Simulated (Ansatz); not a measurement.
# A computed series for ZrO2: response to strain

Consider ZrO2 (space group P4_2/nmc, No. 137; a = 3.6210 Å, c = 5.2829 Å). Axes: x, y, z lie along a, b, c of the conventional cell.

Strains are applied to the cell and any free atomic positions relax; under biaxial strain the out-of-plane vector relaxes too.

All numbers come from PBE (Ansatz, a quantum-chemistry and plane-wave program, PAW, no spin-orbit coupling).

Candidates:
(a) biaxial strain −4.02 %, plane normal [001], relaxed out of plane
(b) biaxial strain +0.38 %, plane normal [001], relaxed out of plane
(c) biaxial strain +1.95 %, plane normal [001], relaxed out of plane
(d) isotropic strain −2.74 %
(e) isotropic strain +1.28 %

Base values:

- Smallest direct gap = 4.13 eV

Order them by smallest direct gap, highest first.

(a) biaxial strain −4.02 %, plane normal [001], relaxed out of plane (4.42 eV), (d) isotropic strain −2.74 % (4.26 eV), (b) biaxial strain +0.38 %, plane normal [001], relaxed out of plane (4.11 eV), (e) isotropic strain +1.28 % (4.07 eV), (c) biaxial strain +1.95 %, plane normal [001], relaxed out of plane (3.79 eV)

Stability against distortions was not tested. This is not the structure that ZrO2 has at room temperature and ambient pressure.
